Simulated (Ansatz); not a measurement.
A self-consistent single point of Be4AlNi (R3m, 6 atoms in the cell) with Ansatz (a quantum-chemistry and plane-wave program).

Computed with PBEsol, default PAW files made with PBE (plane waves; Ansatz).

```
Be4AlNi
1.0
    0.00000     2.98435     2.98435
    2.98435     0.00000     2.98435
    2.98435     2.98435     0.00000
Be Al Ni
4 1 1
Direct
  0.37846   0.37846   0.37846
  0.87914   0.37362   0.37362
  0.37362   0.37362   0.87914
  0.37362   0.87914   0.37362
  0.75000   0.75000   0.75000
  0.00000   0.00000   0.00000
```

Reference input (self-consistent single point, DFT, PBEsol, plane waves, default PAW files made with PBE): basis.ecutwfc = 420 eV; kpoints.mp_grid.grid = 10 10 10; hamiltonian.xc = pbesol; hamiltonian.pseudopotentials = {kind: paw} (the program's default PAW files); scf.occupations.method = fermi_dirac; scf.occupations.width = 0.1 eV. This run's input differs from it in these lines:

Ansatz 0.2 input:
```diff
@@ -16,3 +16,3 @@
   mp_grid:
-    grid: [10, 10, 10]
+    grid: [16, 16, 16]
 hamiltonian:
@@ -23,4 +23,4 @@
   occupations:
-    method: fermi_dirac
-    width: 0.1
+    method: cold
+    width: 0.3
 output:
```

Output (repeated stretches shortened):

```
SCF iter   1: F=—  HF=-6692.685400 eV  |F-HF|=—  |Δ(HF+E_count)|=         —  Δρ=1.31e-2  dr2=5.73e-2  ethr=1.77e-3  ⟨swp⟩=6.0  Hψ=46637  notcnv=0
all-band conjugate gradients solve this SCF's bands
preconditioner: auto → Kerker (q_TF=auto, 2.466 Å⁻¹)
SCF iter   2: F=—  HF=-6692.677391 eV  |F-HF|=—  |Δ(HF+E_count)|=   8.01e-3  S|Δr|=    0.00e0  Δρ=3.70e-3  dr2=6.03e-3  ethr=1.98e-4  ⟨swp⟩=1.0  Hψ=12093  notcnv=0
SCF iter   3: F=—  HF=-6692.676151 eV  |F-HF|=—  |Δ(HF+E_count)|=   1.24e-3  S|Δr|=    0.00e0  Δρ=9.90e-4  dr2=7.73e-4  ethr=2.08e-5  ⟨swp⟩=1.0  Hψ=8158  notcnv=0
SCF iter   4: F=—  HF=-6692.675875 eV  |F-HF|=—  |Δ(HF+E_count)|=   2.76e-4  S|Δr|=    0.00e0  Δρ=2.13e-4  dr2=2.64e-5  ethr=2.66e-6  ⟨swp⟩=2.1  Hψ=12286  notcnv=0
SCF iter   5: F=—  HF=-6692.675844 eV  |F-HF|=—  |Δ(HF+E_count)|=   3.06e-5  S|Δr|=    0.00e0  Δρ=3.15e-5  dr2=4.59e-7  ethr=9.09e-8  ⟨swp⟩=2.1  Hψ=12461  notcnv=0
SCF iter   6: F=-6692.675844 eV  HF=-6692.675844 eV  |F-HF|=3.81e-8  |Δ(HF+E_count)|=   1.35e-9  S|Δr|=    0.00e0  Δρ=9.87e-6  dr2=5.38e-8  ethr=3.45e-10  ⟨swp⟩=8.4  Hψ=44073  notcnv=0
SCF 1 converged in 6 iterations: F = -6692.675844 eV  dr2 = 5.38e-8
Stability not checked (fill_not_monotonic)
Free energy (F): -6692.675844 eV
Internal energy: -6692.670816 eV  (E = F + TS)
E sigma→0 (E₀):  -6692.674168 eV
Entropy (-TS):   -0.005027 eV (-0.838 meV/atom)
Fermi energy:    11.242525 eV
--- Forces (eV/Å), atoms counted from 1 ---
  atom   1  Be    -0.40987427    -0.40987427    -0.40987427
  atom   2  Be     0.07598558     0.12578478     0.12578478
  atom   3  Be     0.12578478     0.12578478     0.07598558
  atom   4  Be     0.12578478     0.07598558     0.12578478
  atom   5  Al     0.02868890     0.02868890     0.02868890
  atom   6  Ni     0.05363302     0.05363302     0.05363302
--- Stress (GPa, compression-positive) ---
        1.574118      -0.108829      -0.108829
       -0.108829       1.574118      -0.108829
       -0.108829      -0.108829       1.574118
  P = ⅓ Tr σ = 1.5741 GPa (15.741 kbar)
  The stress holds the Pulay correction. Without it, at fixed plane waves, as pw.x and ABINIT print it: P = 1.5318 GPa
```

The run converged in 6 iterations. Against the reference run the free energy goes up by 3.3 meV/atom, the pressure moves little (1.60 to 1.57 GPa) and the largest force goes from 0.698 to 0.710 eV/Å.

The starting cell comes from a database of computed structures (which also holds hypothetical and non-ambient phases and stackings), without a prior relaxation at this level. Its lattice was rescaled by up to half a per cent. One atom was moved a little off its site on purpose. Spin polarisation is off. Ansatz's pressure includes its estimate of the finite-basis (Pulay) stress.

Cost on one core of a shared machine: roughly 40 s.
